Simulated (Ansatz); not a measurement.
Density of states of CdTe (F-43m) below the valence band maximum, r2SCAN with spin-orbit coupling, rigid bands in Ansatz (a first-principles code); cell volume 70.5 Å³.

(energy from edge (eV), 10⁻³ states/eV/cell): (0.006, 28.7); (0.031, 66.3); (0.056, 92.1); (0.081, 115); (0.106, 136); (0.131, 158); (0.156, 179); (0.181, 201); (0.206, 224); (0.231, 246); (0.256, 270); (0.281, 294); (0.319, 332); (0.344, 361); (0.369, 389); (0.394, 419); (0.419, 449); (0.444, 483); (0.469, 517); (0.494, 553); (0.519, 593); (0.544, 632); (0.569, 675); (0.594, 720)

Task: What effective density of states at 300 K does this give (∫ g(E) exp(−E/k_BT) dE, both spins, divided by the cell's size)?

Result: 2.0e19 cm⁻³, a density-of-states mass of 0.86 mₑ, valleys and band degeneracy included.

Geometry: cell and atoms relaxed with r2SCAN.
